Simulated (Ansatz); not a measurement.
Take BeS in the zinc blende structure (space group F-43m, No. 216; a = 4.8380 Å) as the base. Axes: x, y, z lie along the cube axes.

It is then changed as follows: the symmetric strain tensor [-0.0022 -0.0133 0.0045; -0.0133 -0.0067 0.0095; 0.0045 0.0095 -0.0168], atoms relaxed at fixed cell.

Levels (all Ansatz, a first-principles code, PAW): PBEsol (420 eV, no spin-orbit coupling); r2SCAN (500 eV, no spin-orbit coupling); HSE06 (420 eV, spin-orbit coupling left out).

One geometry, relaxed with PBEsol, under each level:

```json
[
 {"level": "PBEsol", "band gap": "2.60 eV", "lowest conduction level above the VBM at special points": "V 2.60 eV; T 2.70 eV; U 2.73 eV; R 5.07 eV", "pressure": "2.69 GPa"},
 {"level": "r2SCAN", "band gap": "?", "lowest conduction level above the VBM at special points": "?", "pressure": "?"},
 {"level": "HSE06", "band gap": "3.72 eV", "lowest conduction level above the VBM at special points": "V 3.72 eV; T 3.83 eV; U 3.86 eV; Γ 6.46 eV", "pressure": "–"}
]
```

Q: Give the withheld r2SCAN results.

A: 
- r2SCAN, band gap: 3.22 eV
- r2SCAN, lowest conduction level above the VBM at special points: V 3.22 eV; T 3.33 eV; U 3.36 eV; R 5.77 eV
- r2SCAN, pressure: 4.81 GPa

Single points use the geometry relaxed with PBEsol. Their cutoffs differ, which shifts pressures a little. The hybrid gap comes from the SCF mesh plus the semilocal run's edge points and a few special points and is an upper bound. Stability against distortions was not tested. Labels are those of the standard path for the cell's own space group.
